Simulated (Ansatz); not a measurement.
Cost and result by functional for the adsorption energy of H on the 1x1 (110) surface of bcc Nb, one in a 2x2 cell, started at the site 'hollow Nb-Nb-Nb', in Ansatz (plane waves, PAW). Single points on the PBE structure, on one kind of machine; costs are rough ratios of the slab run's core time (references not counted) to the cheapest single point. r2SCAN's cost holds its higher cutoff (500 against 420 eV). Differences are taken against r2SCAN for comparison alone: no measured value is at hand, so the table doesn't rank accuracy.

Set-up: 17 atoms, 6.8 Å thick at the start under the adsorbate (thin: gaps and levels are the slab's own); mesh 5x5x1; 0.1 eV smearing; dipole correction on; 8 atoms held, the rest relaxed; start symmetry kept, larger cells not searched; no spin, no spin-orbit, no U, no dispersion correction. At the end it is bonded to 3 Nb. In PBE it is, or lies within 0.03 eV of, the lowest of the starts that converged. These notes are the PBE run's. Adsorption energies are against ½ H2(g). A negative adsorption energy means that the adsorbate is more stable on the surface than in its reference.

| functional | relative cost | adsorption energy (eV) | less r2SCAN (eV) |
|---|---|---|---|
| RPBE | 1 | -0.78 | 0.24 |
| r2SCAN | 3 | -1.02 | 0.00 |
| PBE (the relaxed run's value) | – | -0.90 | 0.12 |

The values span 0.24 eV, while the single points' costs differ by a factor of roughly 3. Differences are of unrounded values.

Ansatz is a quantum-chemistry and plane-wave program.
